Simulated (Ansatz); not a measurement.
## Cu2Te (model structure, from the CdI2 type, P-3m1, No. 164): properties by level of theory

| level (code) | equilibrium lattice constant a (Å) | c axis length (Å) | enthalpy of formation (eV/atom) |
|---|---|---|---|
| PBE (Ansatz) | ? | 3.911 | 0.231 |
| PBEsol (Ansatz) | ? | 3.791 | 0.241 |
| PBE-D3(BJ) (Ansatz) | ? | 3.781 | 0.254 |

Some entries are withheld; supply them.


- PBE (Ansatz, an electronic-structure program), equilibrium lattice constant a (Å): 4.006
- PBEsol (Ansatz), equilibrium lattice constant a (Å): 3.945
- PBE-D3(BJ) (Ansatz), equilibrium lattice constant a (Å): 3.957

Ansatz's density-functional and Hartree–Fock values are scalar-relativistic unless marked +SOC, with PAW data made under PBE.

Static lattice: no zero-point or thermal effects.

A model structure was made by putting elements into a prototype or built by hand; it is no filed structure, need not be a known phase, and can be a saddle point held by its symmetry.
